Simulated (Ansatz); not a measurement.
Worked example: self-consistent single point of Ir2C (P-3m1, 3 atoms in the cell) in Ansatz (a program for electronic structure)

Method: PBE (plane waves, PAW; Ansatz).

The input file:

Ansatz 0.2 input:
```yaml
# Ir2C
crystal:
  lattice:
    - [2.94886800, 0.00000000, 0.00000000]
    - [-1.47443400, 2.55379500, 0.00000000]
    - [0.00000000, 0.00000000, 4.75713600]
  atoms:
    - { symbol: C, position_ang: [0.00000000, 0.00000000, 0.00000000] }
    - { symbol: Ir, position_ang: [-0.00000147, 1.70253085, 1.19879827] }
    - { symbol: Ir, position_ang: [1.47443547, 0.85126415, 3.55833773] }
basis:
  ecutwfc: 30.9 Ry
kpoints:
  mp_grid:
    grid: [9, 9, 5]
hamiltonian:
  xc: pbe
  pseudopotentials:
    kind: paw
scf:
  occupations:
    method: cold
    width: 0.0073 Ry
output:
  forces: true
  eigenvalues: true
  stress: true
```

Output, abridged:

```
WARN the atoms were moved onto the symmetric positions of the space group found under crystal.symmetry.tolerance 1.0e-5 (fractional …
WARN ansatz: RAYON_NUM_THREADS=1 ignored (pool sized by the plan → 1); use --threads N
Pseudopotentials: kind: paw
Pseudopotential: C, paw, valence charge 4
Pseudopotential: Ir, paw, valence charge 17
Crystal: 3 atoms, lattice volume = 35.825 Å³
Basis set: ecut = 420.4159175005146 eV, 699 PW (Γ), exchange–correlation on 40×40×64 points (8 copies of the dense FFT grid, shifted against one another)
Bands: 23, of which v1, the nominal top of the filled ones, is band 19 counted from 1 (18 counted from 0)
Symmetry: 12 space group operations
Space group: P-3m1 (ITA 164), of the structure as read, at distance tolerance 3.3e-5 Å
k-points: 50 of 405
Initial density: superposition of atomic densities (neutral atoms: chi_scale 0, normalization atom), corrected by the library's trained network
Initial wavefunctions: pseudopotential atomic-orbital guess
Eigensolver: davidson
Functional: x = pbe(κ = 0.804, μ = 0.2195149727645171), c = pbe(β = 0.06672455060314922)
SCF iter   1: F=—  HF=-24119.012268 eV  |F-HF|=—  |Δ(HF+E_count)|=         —  Δρ=7.73e-3  dr2=8.32e-3  ethr=1.77e-3  ⟨swp⟩=4.9  Hψ=4292  notcnv=0
all-band conjugate gradients solve this SCF's bands
preconditioner: auto → Kerker (q_TF=auto, 2.755 Å⁻¹)
SCF iter   2: F=—  HF=-24119.013244 eV  |F-HF|=—  |Δ(HF+E_count)|=   9.75e-4  S|Δr|=    0.00e0  Δρ=4.19e-3  dr2=2.52e-3  ethr=2.19e-5  ⟨swp⟩=2.0  Hψ=1853  notcnv=0
SCF iter   3: F=—  HF=-24119.013641 eV  |F-HF|=—  |Δ(HF+E_count)|=   3.98e-4  S|Δr|=    0.00e0  Δρ=3.65e-4  dr2=3.04e-5  ethr=6.63e-6  ⟨swp⟩=2.0  Hψ=1685  notcnv=0
SCF iter   4: F=—  HF=-24119.013633 eV  |F-HF|=—  |Δ(HF+E_count)|=   8.61e-6  S|Δr|=    0.00e0  Δρ=7.88e-5  dr2=2.37e-6  ethr=8.01e-8  ⟨swp⟩=2.5  Hψ=1752  notcnv=0
SCF iter   5: F=—  HF=-24119.013633 eV  |F-HF|=—  |Δ(HF+E_count)|=   1.54e-7  S|Δr|=    0.00e0  Δρ=1.75e-5  dr2=1.14e-7  ethr=6.24e-9  ⟨swp⟩=2.3  Hψ=1649  notcnv=0
SCF iter   6: F=-24119.013633 eV  HF=-24119.013633 eV  |F-HF|=8.91e-10  |Δ(HF+E_count)|=  4.58e-10  S|Δr|=    0.00e0  Δρ=2.79e-6  dr2=2.67e-9  ethr=2.63e-10  ⟨swp⟩=4.2  Hψ=3882  notcnv=0
SCF 1 converged in 6 iterations: F = -24119.013633 eV  dr2 = 2.67e-9
SCF converged after 6 iterations
Stability not checked (fill_not_monotonic)
Free energy (F): -24119.013633 eV
Harris-Foulkes:  -24119.013633 eV  (|F-HF|=8.91e-10)
Internal energy: -24119.011557 eV  (E = F + TS)
E sigma→0 (E₀):  -24119.012941 eV
Entropy (-TS):   -0.002076 eV (-0.692 meV/atom)
Fermi energy:    22.469549 eV
--- Per-component energies (eV) ---
  E_band       = -218.624257
  E_kinetic    = 1340.697352
  E_local      = -2512.427034  (includes V_loc(G=0)·N_el)
  E_nonlocal   = 173.350000
  E_hartree    = 955.615757
  E_xc         = -584.159777
  E_vxc        = -659.993529  (∫ρ·V_xc dr)
  E_paw        = -18546.895893  (= ΣΔE_a)
  E_vpaw       = -471.483650  (= ΣTr[D̂ρ^β])
  E_aug_tail   = 0.000115  (compensation charges beyond the density's cutoff)
  E_ewald      = -4945.192077
  E_smearing   = -0.002076  (= −TS)
  E_closure    = -0.000000  (closes the sum)
  Σ components = -24119.013633   (vs F -24119.013633, Δ=0.00e0)
--- Forces (eV/Å), atoms counted from 1 ---
  atom   1  C      0.00000000    -0.00000000     0.00000000
  atom   2  Ir     0.00000000     0.00000000     1.32219885
  atom   3  Ir    -0.00000000    -0.00000000    -1.32219885
  max |Σ_I F_I| component: 4.63e-18 eV/Å
--- Stress (GPa, compression-positive) ---
        7.095584       0.000000       0.000000
       -0.000000       7.095584       0.000000
        0.000000       0.000000      15.217737
  P = ⅓ Tr σ = 9.8030 GPa (98.030 kbar)
  The stress holds the Pulay correction. Without it, at fixed plane waves, as pw.x and ABINIT print it: P = 9.5877 GPa
--- Band table (eV; the first three rows and the last of 50) ---
  k-point 0: bands = ["-70.0129", "-69.9892", "-27.1707", "-26.8464", "-26.8464", "-26.7934", "-26.7934", "-26.7860", "7.2101", "13.3601", "16.3797", "16.3797", "17.9119", "18.8040", "19.2160", "19.2160", "19.6917", "19.6917", "20.9715", "20.9715", [...]
  k-point 1: bands = ["-70.0107", "-69.9915", "-27.1349", "-26.8414", "-26.8414", "-26.8235", "-26.7985", "-26.7985", "7.3432", "13.1500", "16.2764", "16.2764", "17.7766", "18.6659", "19.0415", "19.0415", "19.9920", "19.9920", "21.2192", "21.2192", [...]
  k-point 2: bands = ["-70.0047", "-69.9974", "-27.0410", "-26.9201", "-26.8283", "-26.8283", "-26.8116", "-26.8116", "7.5814", "12.7680", "16.1343", "16.1343", "17.6751", "18.4519", "18.7738", "18.7738", "20.6963", "20.6963", "21.4034", "21.4034", [...]
  k-point 49: bands = ["-69.9853", "-69.9853", "-27.0802", "-27.0802", "-27.0360", "-26.9977", "-26.8598", "-26.8598", "9.4784", "14.3133", "14.3133", "15.8781", "18.1210", "18.4835", "18.4835", "20.1725", "21.3387", "21.3387", "23.3522", "23.3522", [...]
```

The run converged in 6 iterations.

The starting cell was generated: these elements placed on a structure prototype, without a prior relaxation; it need not be a known phase or ordering of this composition. Spin-orbit coupling is off. Spin polarisation is off. With a pressure of about 10 GPa the cell is away from its equilibrium volume at this level. Forces in this geometry exceed 1 eV/Å. Ansatz's pressure includes its estimate of the finite-basis (Pulay) stress.
